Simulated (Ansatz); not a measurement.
## Effect of isotropic strain −0.50 % on MgTe

Consider MgTe in the zinc blende structure (space group F-43m, No. 216; a = 6.5094 Å).

Now apply this change: every lattice vector is shortened by 0.50 %; the atoms relax in the strained cell.

Level of theory: PBE in Ansatz (plane waves to 420 eV, PAW, no SOC). k-mesh 9×9×9 (Γ-centred); smearing 0.05 eV (Fermi–Dirac).

| quantity | base | changed | shift |
|---|---|---|---|
| volume per atom | 34.48 Å³ | 33.96 Å³ | -0.515 Å³ |
| space group | F-43m (No. 216) | F-43m (No. 216) | – |
| shortest interatomic distance | 2.819 Å | 2.805 Å | -0.014 Å |
| energy relative to the base (free energy F) | 0 meV/atom | +0.8 meV/atom | +0.8 meV/atom |
| pressure | -0.01 GPa | 0.52 GPa | +0.53 GPa |
| band gap | 2.33 eV | 2.39 eV | +0.066 eV |
| gap character | direct at Γ | direct at Γ | – |
| mean gap deformation potential ΔEg/Δln V | – | -4.4 eV | – |
| width of the top valence band | 1.39 eV | 1.42 eV | +0.03 eV |
| electron mass | 0.17 mₑ (at Γ) | 0.17 mₑ (at Γ) | – |
| hole mass (degenerate bands, along [100]) | 0.20, 0.92, 0.92 mₑ (at Γ) | 0.20, 0.90, 0.90 mₑ (at Γ) | – |
| valley order (the lowest conduction-band minima on the path, energy above the VBM, named in the base's zone) | Γ 2.33 eV; X along ⟨100⟩ 2.88 eV; L along ⟨111⟩ 3.17 eV | Γ 2.39 eV; X along ⟨100⟩ 2.86 eV; L along ⟨111⟩ 3.21 eV | – |

Spin-orbit coupling, missing from the scalar runs, can matter with Te. Masses are band curvatures over ±0.01 Å⁻¹ around the edge. No phonon test of stability was made.

Ansatz is a quantum-chemistry and plane-wave program.
